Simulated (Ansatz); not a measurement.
**What uniaxial strain ε_zz = −1.50 % does to AgCl**

Take AgCl in the rock salt structure (space group Fm-3m, No. 225; a = 5.447 Å) as the base. Axes: x, y, z lie along the cube axes.

It is then changed as follows: the cell is compressed by 1.50 % along z with no lateral relaxation; the atoms relax in the strained cell.

All numbers come from DFT with PBEsol, PAW potentials and a 420 eV plane-wave cutoff in Ansatz (a program for electronic structure), no spin-orbit coupling. k-mesh 10×10×10 (Γ-centred); smearing 0.05 eV (Fermi–Dirac).

The volume per atom falls by 0.303 Å³ (20.21 Å³ → 19.90 Å³) and the space group goes from Fm-3m (No. 225) to I4/mmm (No. 139). The shortest interatomic distance decreases by 0.041 Å (2.724 Å → 2.683 Å) and the energy grows by 1.2 meV/atom. The pressure (mean of the normal stresses, compression positive) goes from zero to 0.92 GPa and the band gap falls by 0.049 eV to 0.68 eV. The gap character comes out as indirect, N → Γ and the smallest direct gap goes up by 0.05 eV to 3.08 eV. The valley order (the lowest conduction-band minima on the path, energy above the VBM, named in the base's zone) goes from Γ 0.72 eV; X along ⟨100⟩ 2.13 eV to Γ 0.68 eV; X along [001] 2.04 eV; X along [100] 2.06 eV and the stress (xx, yy, zz, yz, xz, xy; compression positive) amounts to (0.73, 0.73, 1.29, 0.00, 0.00, 0.00) GPa.

Whether these cells are dynamically stable was not tested. k-point labels follow each cell's own Brillouin zone.
